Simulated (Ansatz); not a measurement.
A (10,0) blue phosphorus nanotube, relaxed period 5.645 Å, atoms relaxed at each strain.

```json
[
 {"strain": "-0.015", "energy (meV a period)": "+96.8", "axial force (nN)": "-3.69"},
 {"strain": "+0.015", "energy (meV a period)": "+90.3", "axial force (nN)": "+3.39"}
]
```

All values below come from PBE (plane waves to 420 eV, PAW; Ansatz, an electronic-structure program). Mesh 1×1×6. No spin polarisation. One-dimensional cell, images about 11 Å apart. A hypothetical model, rolled from the flat sheet. Only distortions within the start's symmetry and period were free. Buckling under compression is shut out by symmetry and the short period. Energies are free energies at a Fermi–Dirac width of 0.02 eV, from the unstrained cell.

Mean diameter 10.71 Å.

### Question
Work out the axial stiffness dF/dε in two ways, and what it means for a modulus.

### Answer
From the forces: (+3.39 − (-3.69))/0.030 = 236 nN. From the energies: (E₊ + E₋)/(ε² c) = 0.1871 eV/(0.015² × 5.645 Å) = 147.3 eV/Å = 236 nN. The two agree to within 1 %. Spread over the circumference π × 10.71 Å, the force value is a sheet stiffness of 70 N/m.
